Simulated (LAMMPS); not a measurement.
Molecular dynamics of Ni (fcc), 4000 atoms, at 200 K and 0 GPa, heated as the crystal.

Computed with classical MD, pair style eam, the elements' _u3.eam files (universal-3 set of Foiles, Baskes and Daw); code LAMMPS.

```
r (Å)   g(r)
-----  -----
2.220  0.000
2.260  0.001
2.300  0.019
2.340  0.251
2.380   1.58
2.420   5.27
2.460   9.95
2.500   11.3
2.540   8.18
2.580   3.93
2.620   1.32
2.660  0.294
2.700  0.053
2.740  0.007
2.780  0.001
2.820  0.000
2.860  0.000
2.900  0.000
2.940  0.000
2.980  0.000
3.020  0.000
3.060  0.000
3.100  0.000
3.140  0.000
3.180  0.000
3.220  0.000
3.260  0.002
3.300  0.015
3.340  0.076
3.380  0.279
3.420  0.744
3.460   1.48
3.500   2.14
3.540   2.31
3.580   1.83
3.620   1.04
3.660  0.444
3.700  0.141
3.740  0.032
3.780  0.005
3.820  0.001
3.860  0.000
3.900  0.000
3.940  0.000
3.980  0.000
4.020  0.000
4.060  0.003
4.100  0.031
4.140  0.179
4.180  0.738
4.220   2.11
4.260   4.32
4.300   6.23
4.340   6.34
4.380   4.59
4.420   2.38
4.460  0.884
4.500  0.237
4.540  0.047
4.580  0.007
4.620  0.001
4.660  0.000
4.700  0.000
4.740  0.002
4.780  0.016
4.820  0.099
4.860  0.377
4.900   1.01
4.940   1.88
4.980   2.43
5.020   2.23
5.060   1.47
5.100  0.704
5.140  0.245
5.180  0.061
5.220  0.013
5.260  0.001
5.300  0.002
5.340  0.017
5.380  0.087
5.420  0.331
5.460  0.936
5.500   1.99
5.540   3.14
5.580   3.67
5.620   3.17
5.660   2.05
5.700  0.989
5.740  0.350
5.780  0.096
5.820  0.018
5.860  0.005
5.900  0.009
5.940  0.050
5.980  0.170
6.020  0.435
6.060  0.792
6.100   1.05
6.140  0.985
6.180  0.687
6.220  0.338
6.260  0.125
```

Read from the full data:
- state found: crystal; no diffusion seen in 30 ps
- first peak of g(r): 2.49 Å, height 11.3
- coordination number: 12.0 (counted to 3.02 Å)
